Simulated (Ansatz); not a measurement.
Consider Y-vacancy pair (Y on one host Hf site, one O site vacant) in monoclinic HfO2, charge state +1. Method: PBE, PAW (plane waves to 420 eV; Ansatz, a program for electronic structure).

Cell of 96 host sites held at the relaxed PBE lattice; the Γ point alone; Fermi-Dirac width 0.01 eV, spin-restricted; finite-size errors left in. No zero-point or tunnelling terms. Spin-orbit coupling is left out. The charge state is imposed; whether it is stable for some Fermi level was not computed. Forms of the defect that were not tried may lie lower. The start lies 0.066 eV above the lowest site run (PBE).

Barriers: single points on a 2×2×2 k-point mesh shifted by half a step at the bands' geometries.

The step: a nearby O atom hops onto the vacant site (Y-vacancy distance between ideal sites 2.05 → 4.57 Å). Atoms about the jump, Cartesian Å from the middle of the jump, before and after:

```tsv
atom	x0	y0	z0	x1	y1	z1
O1	-0.43	-0.72	0.60	0.43	0.72	-0.60
Hf2	1.33	0.20	1.21	1.49	0.38	1.11
Hf3	-1.43	-0.25	-1.20	-1.26	-0.07	-1.28
O4	0.00	-1.51	-1.93	-0.04	-1.64	-1.86
O5	0.10	1.78	1.69	0.08	1.70	1.82
O6	2.31	-1.24	-0.15	2.38	-1.24	-0.15
O7	-2.29	1.38	0.05	-2.28	1.41	0.05
O8	-2.85	-1.30	-0.19	-2.45	-1.25	-0.04
O9	2.64	1.35	0.08	2.95	1.40	0.15
Hf10	-1.64	-2.30	1.48	-1.79	-2.48	1.60
O11	1.95	-1.22	2.52	1.94	-1.16	2.46
O12	-1.87	1.28	-2.56	-1.89	1.34	-2.62
Y13	1.79	2.59	-1.64	1.69	2.45	-1.55
O14	-0.85	-1.58	3.31	-0.82	-1.48	3.18
Hf15	1.70	-2.74	-1.58	1.70	-2.75	-1.58
```

Question: Predict the transition state.

Answer: 
```
atom      x      y      z
----  -----  -----  -----
O1    -0.01  -0.01   0.02
Hf2    1.48   0.30   1.19
Hf3   -1.41  -0.19  -1.28
O4    -0.06  -1.63  -1.96
O5     0.15   1.83   1.78
O6     2.40  -1.27  -0.16
O7    -2.33   1.42   0.04
O8    -2.66  -1.31  -0.11
O9     2.81   1.39   0.10
Hf10  -1.78  -2.45   1.55
O11    1.97  -1.19   2.50
O12   -1.90   1.31  -2.61
Y13    1.76   2.54  -1.61
O14   -0.82  -1.48   3.17
Hf15   1.68  -2.74  -1.60
```
It lies 0.61 eV above the start and 0.67 eV above the end. The saddle point's order was not checked.
